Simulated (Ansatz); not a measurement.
## Predicting one run from its neighbours: the energy against the vacuum, a (001) slab of Mg (cut from a parent of space group no. 194; 4 atoms in the cell)

```
Mg
1.0
    3.20037     0.00000     0.00000
   -1.60018     2.77160     0.00000
    0.00000     0.00000    37.79159
Mg
4
Direct
  0.66667   0.33333   0.46564
  0.33333   0.66667   0.39691
  0.66667   0.33333   0.60309
  0.33333   0.66667   0.53436
```

Method: LDA (PW92), default PAW files made with PBE (plane waves; Ansatz, a first-principles code).

Base settings: basis.ecutwfc = 420 eV; kpoints.mp_grid.grid = 11 11 1; hamiltonian.xc = lda; hamiltonian.pseudopotentials = {kind: paw} (the program's default PAW files); scf.occupations.method = fermi_dirac; scf.occupations.width = 0.1 eV.

The last step of the ladder, which sets the zero, is vacuum between outermost atoms (Å) = 30.0.

The starting cell has typed, rounded lattice constants, without a prior relaxation at this level. The slab is cut from that crystal, and its faces are unrelaxed. Its lattice was rescaled by up to half a per cent.

The differences are negative here: closer images bind.

An empirical form: the interaction of two facing surfaces decays exponentially with the gap, by the tails of the wave functions or, on ionic faces, by the in-plane pattern of charges: ln|ΔF| = a + b·d. One k-point is taken across the vacuum.

| vacuum (Å) | size of F less the last step's (meV/atom) | ln of it |
|---|---|---|
| 3.0 | 111.31 | 4.712 |
| 4.0 | 52.08 | 3.953 |
| 5.0 | 22.61 | 3.118 |
| 6.0 | ? | ? |
| 7.0 | 3.74 | 1.319 |

**Question.** Fit the line to the 4 rows given and predict the withheld one.

**Answer.** Means: x̄ = 4.7500, ȳ = 3.2755. Σ(x − x̄)(y − ȳ) = -7.463 and Σ(x − x̄)² = 8.750, so b = -0.8530 and a = ȳ − b·x̄ = 7.3273; the decay length is 1.17 Å. The largest residual of the fitted rows is 0.056. At x = 6.0 the line gives 2.209, that is 9.11 meV/atom. The run gave 9.24 meV/atom, a miss of 0.13 meV/atom (1 %). The table is a window of a longer ladder. The rows were chosen because the form fits them, the withheld one included, so this shows the method and is no test of the form.

Left out of this page: 7 runs of the series outside the window shown, repeating another row's setting, or not comparable.

Keys are those of Ansatz 0.2.
